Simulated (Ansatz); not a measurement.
By hand: formation energy of the neutral C_i in Si (diamond, Fd-3m)

Consider the formation energy of the neutral C_i in Si (diamond, Fd-3m). Reaction: C (graphite) + 64 Si (diamond) → cell A.

A: a supercell of 64 sites of Si (diamond, Fd-3m) with C off the lattice sites (3 Si at 1.76–1.82 Å); spin state with PBE: run without spin.

Method: Ansatz (an electronic-structure program), PAW, neutral cells at 0 K with nuclei at rest, on structures from PBE+D3(BJ). Ansatz runs with its default PAW set. Other levels take these structures. The lattices are those relaxed with PBE+D3(BJ), so at other levels the solids can be strained, which adds to the spread. Larger cells are relaxed from a start prepared with the learned potential CHGNet till forces fall under 0.03 eV/Å, which some starts already meet. A dispersion term (D3(BJ), or D4 for r2SCAN) was computed beside these levels and is taken off wherever the name lacks it. The PAW files were made for PBE and serve at the other functionals too. Space groups of crystals are read within 0.01 Å. Mesh and cell size may move defect energies by 0.1 eV or more. Cell A has symmetry Cmm2 within 0.02 Å and got no random move, so less symmetric positions, which may lie lower, weren't tried.

Total energies of the cells in eV, at zero smearing width. They compare only within one column; the weights balance every element.

```tsv
cell	atoms	weight	PBE	LDA
A: Si:C_i	65	+1	-40938.73077	-39192.88440
C (graphite)	4	−1/4	-1003.71719	-971.91362
Si (diamond)	64	−1	-40691.41874	-38953.26903
```

PBE: (-40938.73077) − 1/4 × (-1003.71719) − (-40691.41874) = 3.617 eV.

LDA: (-39192.88440) − 1/4 × (-971.91362) − (-38953.26903) = 3.363 eV.

What follows from the PBE value: With the reservoirs of the reaction as written, and without entropy terms or charged states, the share of sites that hold the defect in equilibrium is exp(−3.62 eV/k_BT) = 5.7×10^-19 at 1000 K.
